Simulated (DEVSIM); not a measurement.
System: abrupt InP p-n junction, at 300 K.

```tsv
layer (left to right)	material	thickness (μm)	Nd (cm⁻³)	Na (cm⁻³)	τn (s)	τp (s)
1	InP	62.0	-	1.4e15	1.4e-9	1.4e-9
2	InP	22.0	1.4e16	-	1.4e-9	1.4e-9
```

Left contact: ohmic. Right contact: ohmic. Voltage is applied to the left contact. Recombination: SRH at mid-gap. Mobility is μmin + (μ − μmin)/(1 + (N/Nref)^α).

The device is made up for the run: typed textbook-type constants, with dimensions and the other settings drawn at random. Values at 300 K.

```tsv
parameter	InP
gap (eV)	1.344
affinity (eV)	4.38
permittivity	12.5
Nc (cm⁻³)	5.7e17
Nv (cm⁻³)	1.1e19
μn (cm²/Vs)	5200
μp (cm²/Vs)	170
μn,min	400
μp,min	10
Nref,n	3e17
Nref,p	4.9e17
αn	0.47
αp	0.62
```

Simulated with DEVSIM: 1D drift-diffusion, Boltzmann statistics, complete ionisation; no tunnelling, impact ionisation, image-force lowering or self-heating.

**Question.** Give the dark forward current.

**Answer.** 
```json
[
 {"V (V)": "0.05", "J (A/cm²)": "8.3e-9"},
 {"V (V)": "0.15", "J (A/cm²)": "8.5e-8"},
 {"V (V)": "0.25", "J (A/cm²)": "6.5e-7"},
 {"V (V)": "0.35", "J (A/cm²)": "4.9e-6"},
 {"V (V)": "0.40", "J (A/cm²)": "1.4e-5"},
 {"V (V)": "0.50", "J (A/cm²)": "0.00011"},
 {"V (V)": "0.60", "J (A/cm²)": "0.00093"},
 {"V (V)": "0.70", "J (A/cm²)": "0.010"},
 {"V (V)": "0.80", "J (A/cm²)": "0.12"},
 {"V (V)": "0.90", "J (A/cm²)": "0.50"},
 {"V (V)": "0.95", "J (A/cm²)": "0.75"},
 {"V (V)": "1.05", "J (A/cm²)": "1.3"},
 {"V (V)": "1.15", "J (A/cm²)": "1.9"},
 {"V (V)": "1.25", "J (A/cm²)": "2.5"},
 {"V (V)": "1.35", "J (A/cm²)": "3.2"},
 {"V (V)": "1.45", "J (A/cm²)": "3.9"},
 {"V (V)": "1.50", "J (A/cm²)": "4.2"},
 {"V (V)": "1.60", "J (A/cm²)": "4.9"},
 {"V (V)": "1.70", "J (A/cm²)": "5.7"},
 {"V (V)": "1.80", "J (A/cm²)": "6.4"}
]
```
